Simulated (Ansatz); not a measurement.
Amorphous cells of O, P, Si: the gap between the highest filled and lowest empty level at the zone centre, by PBE and by a single point of HSE06 on the same geometry (PBE, scalar-relativistic without spin-orbit coupling (plane waves to 420 eV, PAW; Ansatz, an electronic-structure program); exact exchange cut at the cells' faces). The networks come from melt-quench runs on the CHGNet potential at compositions and starting densities chosen by hand, with anions pushed apart in the CHGNet dynamics, and DFT then relaxed them. The cells are small and were quenched far faster than real films, so single cells scatter. Defect or tail levels can set these gaps. The rows are the first to finish with both values and no moments.

```csv
cell,PBE gap x (eV),HSE06 gap y (eV)
"A (Si20P4O50, 2.23 g/cm3)",3.61,5.41
"B (Si24O53P2, 2.21 g/cm3)",4.14,5.92
"C (Si20P2O45, 2.15 g/cm3)",4.43,6.25
"D (Si24O53P2, 2.21 g/cm3)",4.73,6.56
"E (Si24O53P2, 2.21 g/cm3)",4.87,withheld
"F (Si20P2O45, 2.26 g/cm3)",4.94,6.73
```

Q: Fit a straight line through the 5 full rows and predict the withheld value for E (Si24O53P2, 2.21 g/cm3).

A: Means: x = 4.370, y = 6.174. Slope = Σ(Δx Δy) / Σ(Δx²) = 1.1 / 1.089 = 1.01; the r.m.s. residual is 0.018. Prediction: 6.174 + 1.01 × (4.87 − 4.370) = 6.68. The run gave 6.64, 0.04 below the line.
